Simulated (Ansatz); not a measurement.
## TiC, response to strain

The parent structure is TiC in the rock salt structure (space group Fm-3m, No. 225; a = 4.293 Å; relaxed with 0.1 eV smearing). Axes: x, y, z lie along the cube axes.

Strains are applied to the cell and any free atomic positions relax.

All numbers come from Kohn–Sham DFT with the PBEsol functional, run in Ansatz (a program for electronic structure) with PAW and 420 eV plane waves, without spin-orbit coupling.

Notes on the quantities. energy relative to the base: free energy F; pressure: mean of the normal stresses, compression positive.

```json
[
 {"change": "base", "energy relative to the base": "0 meV/atom", "pressure": "0.0 GPa", "volume per atom": "9.89 Å³"},
 {"change": "uniaxial strain ε_zz = −3.00 %", "energy relative to the base": "+17 meV/atom", "pressure": "9.2 GPa", "volume per atom": "9.60 Å³"},
 {"change": "uniaxial strain ε_zz = −2.50 %", "energy relative to the base": "+12 meV/atom", "pressure": "7.5 GPa", "volume per atom": "9.65 Å³"},
 {"change": "uniaxial strain ε_zz = −1.50 %", "energy relative to the base": "+4.1 meV/atom", "pressure": "4.3 GPa", "volume per atom": "9.74 Å³"},
 {"change": "uniaxial strain ε_zz = −1.00 %", "energy relative to the base": "+1.8 meV/atom", "pressure": "2.8 GPa", "volume per atom": "9.79 Å³"},
 {"change": "uniaxial strain ε_zz = −0.50 %", "energy relative to the base": "+0.4 meV/atom", "pressure": "1.4 GPa", "volume per atom": "9.84 Å³"},
 {"change": "uniaxial strain ε_zz = +1.50 %", "energy relative to the base": "+3.6 meV/atom", "pressure": "-3.8 GPa", "volume per atom": "10.04 Å³"},
 {"change": "uniaxial strain ε_zz = +2.00 %", "energy relative to the base": "+6.4 meV/atom", "pressure": "-4.9 GPa", "volume per atom": "10.09 Å³"},
 {"change": "uniaxial strain ε_zz = +2.50 %", "energy relative to the base": "+9.8 meV/atom", "pressure": "-6.0 GPa", "volume per atom": "10.14 Å³"},
 {"change": "uniaxial strain ε_zz = +3.00 %", "energy relative to the base": "?", "pressure": "?", "volume per atom": "10.19 Å³"}
]
```

Q: Complete the table.

A: 
- uniaxial strain ε_zz = +3.00 %, energy relative to the base: +14 meV/atom
- uniaxial strain ε_zz = +3.00 %, pressure: -7.0 GPa

No phonon test of stability was made. All final runs are without spin polarisation.
